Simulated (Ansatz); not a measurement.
Li: Li → Cs

Consider Li in the bcc (W type) structure (space group Im-3m, No. 229; a = 3.477 Å).

Modification: full substitution Li → Cs; the structure is relaxed again.

Computed with DFT with r2SCAN, PAW potentials and a 500 eV plane-wave cutoff in Ansatz (an electronic-structure program), spin-orbit coupling left out. Γ-centred 11×11×11 mesh, Fermi–Dirac width 0.05 eV, for the changed cell.

- Lattice parameter a = 11.842 bohr (base 6.571 bohr)
- Space group = Im-3m (No. 229) (base Im-3m (No. 229))
- Band gap = zero (base zero)

Cost of the whole job for the changed cell (relaxation, final SCF and bands): around 60 core-seconds (rough).

No phonon test of stability was made. The final runs are not spin-polarised.
